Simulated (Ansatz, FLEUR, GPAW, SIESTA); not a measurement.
**One structure in several programs: Fe5Co3 (Im-3m, 8 atoms in the cell)**

Self-consistent single point.

```
Fe5Co3
1.0
   -2.77091     2.77091     2.77091
    2.77091    -2.77091     2.77091
    2.77091     2.77091    -2.77091
Fe Co
5 3
Direct
  0.00000   0.00000   0.00000
  0.00000   0.00000   0.50000
  0.00000   0.50000   0.00000
  0.50000   0.50000   0.50000
  0.50000   0.00000   0.00000
  0.00000   0.50000   0.50000
  0.50000   0.00000   0.50000
  0.50000   0.50000   0.00000
```
Moments meant for the start (each program seeds them in its own way; μB, in the order of the atoms Fe Fe Fe Fe Fe Co Co Co): 4.0 4.0 4.0 4.0 4.0 3.0 3.0 3.0.

Shared settings, as Ansatz (a quantum-chemistry and plane-wave program) writes them: kpoints.mp_grid.grid = 4 4 4; scf.occupations.method = fermi_dirac; scf.occupations.width = 0.1 eV. Potentials and cutoffs stand in the table.

```csv
code,model,pressure (GPa),size of the net moment (μB/atom),cutoff
Ansatz,"LDA (PW92), PAW files made with PBE",-1.29,2.20,default
GPAW,"LDA (Perdew-Wang 92), GPAW PAW datasets LDA (gpaw-data 1.0.1)",0.01,2.20,800 eV
SIESTA,"LDA PW92, numerical atomic orbitals DZP, PseudoDojo LDA standard norm-conserving potentials (rewritten from UPF to PSML)",-7.13,2.24,grid 300 Ry
FLEUR,"LDA (Perdew-Zunger), all-electron FLAPW (FLEUR), scalar-relativistic valence",–,2.16,Kmax 3.8 1/bohr
```

A dash marks a value that a program does not give, or that is left out as unsure.

On Ansatz's run: the magnetic order is the one reached from the typed start; others were not searched systematically.

The spread over the programs that give each value: pressure within 7.14 GPa; size of the net moment within 0.08 μB/atom.

SIESTA uses small atom-centred bases, whose incompleteness enters pressures, forces and empty levels differently from a plane-wave cutoff. FLEUR treats all electrons, but the usual bases taken here (sphere radii, linearisation, local orbitals, empty states) were not tested for convergence, so the values are no reference for the others. Ansatz's pressure is given at a fixed set of plane waves, as the other plane-wave codes print theirs; with its correction for the finite basis it is -1.13 GPa. In the pressure, SIESTA (by 6.49) lies more than 1 GPa from the median of the plane-wave programs.

The starting cell comes from a database of computed structures (which also holds hypothetical and non-ambient phases and stackings), without a prior relaxation at this level.

Keys are those of Ansatz 0.2.
